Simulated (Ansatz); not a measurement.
F on the 1x1 (111) surface of fcc Ir, one in a 2x2 cell, energies for each (26.0 Å²). Energies are against ½ F2(g), without zero-point or thermal terms; each row is named by its start.

All values below come from PBE (plane waves to 420 eV, PAW; Ansatz, a quantum-chemistry and plane-wave program).

Question: Which site binds most strongly?
(A) hollow Ir-Ir-Ir over Ir at depth 4.4 Å
(B) hollow Ir-Ir-Ir over Ir at depth 2.2 Å
(C) top Ir
(D) bridge Ir-Ir (span 2.7 Å)

Answer: C, top Ir. Adsorption energies: top Ir -2.21 eV; bridge Ir-Ir (span 2.7 Å) -1.96 eV; hollow Ir-Ir-Ir over Ir at depth 4.4 Å -1.90 eV; hollow Ir-Ir-Ir over Ir at depth 2.2 Å -1.76 eV.
